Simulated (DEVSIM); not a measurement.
Device: Si n-p junction from an implanted or diffused profile, at 300 K.

Layer 1 from the left is Si, thickness (μm) 4.20, Na (cm⁻³) 5.2e15, τn (s) 6.4e-6, τp (s) 6.4e-6.

Added donor profile: 8.5e18 cm⁻³ × exp(−(x − 0.075 μm)²/(2·(0.089 μm)²)). Left contact: ohmic. Right contact: ohmic. Voltage is applied to the left contact. Recombination: SRH at mid-gap, radiative, Auger. Mobility is constant in doping.

The device is made up for the run: typed textbook-type constants, with dimensions and the other settings drawn at random. Values at 300 K.

Si: gap (eV) 1.124, affinity (eV) 4.05, permittivity 11.7, Nc (cm⁻³) 2.86e19, Nv (cm⁻³) 3.1e19, μn (cm²/Vs) 1417, μp (cm²/Vs) 470, B (cm³/s) 4.7e-15, Cn (cm⁶/s) 2.8e-31, Cp (cm⁶/s) 9.9e-32.

Simulated with DEVSIM: 1D drift-diffusion, Boltzmann statistics, complete ionisation; no tunnelling, impact ionisation, image-force lowering or self-heating.

### Question
What does the simulation give for the dark forward voltage at 100 A/cm², the potential step across the device at zero bias, the dark forward voltage at 1 A/cm²?

### Answer
dark forward voltage at 100 A/cm² 0.693 V; potential step across the device at zero bias 0.859 V; dark forward voltage at 1 A/cm² 0.562 V.
